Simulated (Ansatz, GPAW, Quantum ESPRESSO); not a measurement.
**MnSi (P2_13, 8 atoms in the cell) computed with different codes at matched settings**

Self-consistent single point.

```
CELL_PARAMETERS angstrom
      4.37214     0.00000     0.00000
      0.00000     4.37214     0.00000
      0.00000     0.00000     4.37214
ATOMIC_POSITIONS crystal
  Mn 0.36354 0.13646 0.86354
  Mn 0.13646 0.86354 0.36354
  Mn 0.86354 0.36354 0.13646
  Mn 0.63646 0.63646 0.63646
  Si 0.65422 0.84578 0.15422
  Si 0.84578 0.15422 0.65422
  Si 0.15422 0.65422 0.84578
  Si 0.34578 0.34578 0.34578
```
Moments meant for the start (each program seeds them in its own way; μB, in the order of the atoms Mn Mn Mn Mn Si Si Si Si): 4.0 4.0 4.0 4.0 0.0 0.0 0.0 0.0.

Shared settings, as Ansatz (a program for electronic structure) writes them: kpoints.mp_grid.grid = 7 7 7; scf.occupations.method = fermi_dirac; scf.occupations.width = 0.136 eV. Potentials and cutoffs stand in the table.

```json
[
 {"code": "GPAW", "model": "PBE, GPAW PAW datasets PBE (gpaw-data 1.0.1)", "pressure (GPa)": "27.59", "largest force (eV/Å)": "0.534", "size of the net moment (μB/atom)": "0.29", "cutoff": "850 eV"},
 {"code": "Quantum ESPRESSO", "model": "PBE, SSSP 1.1.2 efficiency (PBE) pseudopotentials", "pressure (GPa)": "25.08", "largest force (eV/Å)": "0.474", "size of the net moment (μB/atom)": "0.31", "cutoff": "50 Ry"},
 {"code": "Ansatz", "model": "PBE, default PAW files", "pressure (GPa)": "24.90", "largest force (eV/Å)": "0.460", "size of the net moment (μB/atom)": "0.31", "cutoff": "420 eV"}
]
```

Size of the force on each atom (eV/Å): Sizes of forces hide their directions.

```csv
code,Mn1,Mn2,Mn3,Mn4,Si5,Si6,Si7,Si8
GPAW,0.534,0.534,0.534,0.534,0.020,0.020,0.020,0.020
Quantum ESPRESSO,0.474,0.474,0.474,0.474,0.001,0.001,0.001,0.001
Ansatz,0.460,0.460,0.460,0.460,0.002,0.002,0.002,0.002
```

On Ansatz's run: the moments shrank to a small part of their start, a low-spin state that need not be the lowest.

The spread over the programs that give each value: pressure within 2.69 GPa; largest force within 0.074 eV/Å; size of the net moment within 0.02 μB/atom.

Ansatz's pressure is given at a fixed set of plane waves, as the other plane-wave codes print theirs; with its correction for the finite basis it is 24.95 GPa. In the pressure, GPAW (by 2.51) lies more than 1 GPa from the median of the plane-wave programs.

On the base mesh (5 5 5) the same programs gave: Ansatz pressure 24.99 GPa; Quantum ESPRESSO pressure 25.17 GPa; GPAW pressure 27.70 GPa.

The starting cell comes from a database of computed structures (which also holds hypothetical and non-ambient phases and stackings), without a prior relaxation at this level. Its lattice was rescaled by a random factor within 2.5 % of one.

Keys are those of Ansatz 0.2.
